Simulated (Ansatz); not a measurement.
ZrAl₃ (I4/mmm, No. 139), treated with BLYP in Ansatz (PAW).

Numerical settings: plane-wave cutoff 520 eV, 20×20×20 k mesh, Fermi–Dirac smearing 0.05 eV, scalar-relativistic PAW data made under PBE.

Cell (relaxed at this level):

```
CELL_PARAMETERS angstrom
     -2.02954     2.02954     8.79177
      2.02954    -2.02954     8.79177
      2.02954     2.02954    -8.79177
ATOMIC_POSITIONS crystal
  Zr 0.11848 0.11848 0.00000
  Zr 0.88152 0.88152 0.00000
  Al 0.50000 0.00000 0.50000
  Al 0.00000 0.50000 0.50000
  Al 0.75000 0.25000 0.50000
  Al 0.25000 0.75000 0.50000
  Al 0.37546 0.37546 0.00000
  Al 0.62454 0.62454 0.00000
```

Question: Give the computed bulk modulus and pressure derivative B′ of the bulk modulus.

Answer: 
bulk modulus: 88.8 GPa
pressure derivative B′ of the bulk modulus: 4.4

The run finds no gap.

Note: the bulk modulus comes from volumes at which shape and atoms were relaxed.

Static lattice: no zero-point or thermal effects.

Ansatz is a first-principles code.
